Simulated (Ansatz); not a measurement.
Cells marked so need not be the phases stable at ambient conditions, and some may be hypothetical.

The gap is the functional's own. No spin-orbit coupling. Mid-gap values are interpolated on the energy grid.

A. NaLiZnS2 (P3m1, not sure to be the ambient phase, 5 atoms a cell, 18.7 Å³ an atom), along the normal of (001)
B. Cs₂SrV₄O₁₂ (P4/mmm, not sure to be the ambient phase, 19 atoms a cell, 19.6 Å³ an atom, -6 GPa at this level), along the normal of (100)
C. AuCl (I4_1/amd, not sure to be the ambient phase, 8 atoms a cell, 24.8 Å³ an atom), along the normal of (110)

Problem. Rank these by mid-gap decay constant of the slowest evanescent state (highest first), as r2SCAN in Ansatz (a quantum-chemistry and plane-wave program) gives it.

Solution. B (0.45 1/Å), A (0.21 1/Å), C (0.17 1/Å)
